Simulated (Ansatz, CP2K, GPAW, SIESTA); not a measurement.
# Code comparison for SrNiF₆ (R-3m, 8 atoms in the cell)

Self-consistent single point.

```xyz
8
Lattice="3.6310 2.0964 2.2526 -3.6310 2.0964 2.2526 0.0000 -4.1927 2.2526" Properties=species:S:1:pos:R:3 pbc="T T T"
Sr     0.0000     0.0000     3.3789
Ni     0.0000     0.0000     0.0000
F      0.0000     2.7427     3.4063
F      0.0000    -2.7427     3.3515
F     -2.3752    -1.3713     3.4063
F      2.3752     1.3713     3.3515
F      2.3752    -1.3713     3.4063
F     -2.3752     1.3713     3.3515
```

Shared settings, as Ansatz (a quantum-chemistry and plane-wave program) writes them: kpoints.mp_grid.grid = 5 5 5; scf.occupations.method = fixed. Potentials and cutoffs stand in the table.

```
code                                                                                                                       model  pressure (GPa)  largest force (eV/Å)  gap on the mesh (eV)       cutoff
------  ------------------------------------------------------------------------------------------------------------------------  --------------  --------------------  --------------------  -----------
CP2K                                        LDA (Pade form), GPW, DZVP-MOLOPT-SR-GTH basis, GTH-PADE potentials (GTH_POTENTIALS)          -10.84                 0.816                 1.061  grid 600 Ry
SIESTA  LDA PW92, numerical atomic orbitals DZP, PseudoDojo LDA standard norm-conserving potentials (rewritten from UPF to PSML)          -14.51                 0.741                 0.911  grid 300 Ry
GPAW                                                               LDA (Perdew-Wang 92), GPAW PAW datasets LDA (gpaw-data 1.0.1)               –                 0.754                 1.152       900 eV
Ansatz                                                                                       LDA (PW92), PAW files made with PBE          -11.89                 0.871                 1.101       420 eV
```

A dash marks a value that a program does not give, or that is left out as unsure.

Gaps are read on the mesh.

The spread over the programs that give each value: pressure within 3.67 GPa; largest force within 0.130 eV/Å; gap on the mesh within 0.241 eV.

CP2K and SIESTA use small atom-centred bases, whose incompleteness enters pressures, forces and empty levels differently from a plane-wave cutoff. Ansatz's pressure is given at a fixed set of plane waves, as the other plane-wave codes print theirs; with its correction for the finite basis it is -11.24 GPa (the shift of 0.65 GPa shows how far the cutoff is from converged). The pressure of GPAW is left out: its cutoff lies under the one at which its stress was checked. In the gap, SIESTA (by 0.215) lies more than 0.12 eV from the median of the plane-wave programs.

The starting cell comes from a database of computed structures (which also holds hypothetical and non-ambient phases and stackings), without a prior relaxation at this level. Its lattice was rescaled by a random factor within 2.5 % of one.

Left out of this page: Quantum ESPRESSO (failed or unconverged).

Keys are those of Ansatz 0.2.
